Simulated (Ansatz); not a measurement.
Layers are cut from database crystals; whether they can be made is not shown.

System: single layer of AgI (symmetry P-3m1 as a slab, 4 atoms a cell), relaxed.

Here is the system:

```yaml
crystal:
  lattice:
    - [2.28318, -3.95459, 0.00000]
    - [2.28318, 3.95459, 0.00000]
    - [0.00000, 0.00000, 24.17000]
  atoms:
    - { symbol: Ag, position: [0.00000, 0.00000, 0.53402] }
    - { symbol: Ag, position: [0.66667, 0.33333, 0.46601] }
    - { symbol: I, position: [0.00000, 0.00000, 0.41424] }
    - { symbol: I, position: [0.66667, 0.33333, 0.58580] }
```

Tersoff–Hamann model: the current follows the density of the states in the bias window at the tip's centre.

Mesh 18×18×1, no spin-orbit coupling, no spin polarisation; biases count from the run's Fermi level.

### Question
Give the constant-current image of the upper face at a sample bias of +2.0 V from a Fermi level inside the gap (empty states up to 1.0 eV over the conduction edge) over one cell, by PBE, Tersoff-Hamann images (Ansatz, an electronic-structure program). The set point is the mean density 3.5 Å over the top atom.

### Answer
Corrugation 0.43 Å, highest over I4 and the sites alike, lowest off the atoms, 2.6 Å sideways from I4. Tip height over the top atom in Å, x and y in fractions of the first two vectors:

```
|...::--====--::...|
|...:::::-:::::....|
|:::..........:::::|
|-::...   ...::----|
|--:..    ..:--====|
|=-:.     .:-=+++++|
|+=:.    .:=+******|
|+=-.   .-=+*##%##*|
|+=:....:=+*#%%%%#*|
|+=:...:=+*%%@@@%%*|
|+-:..:-+*#%@@@@%#*|
|=-:.:-=*#%@@@@@%#*|
|-::::-+*#%@@@@%#*+|
|-:.:-=+*%%@@@%%*+=|
|:..:-=+*#%%%%#*+=-|
|...:-=+*##%##*+=-:|
|...:-=+******+=-:.|
| ..:--=+++++=--:..|
```
Scale: ten equal steps from 3.29 (start of ' ') to 3.72 (end of '@'), in the order ' .:-=+*#%@'; x runs from 0.000 to 0.944, y from 0.000 (bottom) to 0.944 (top).
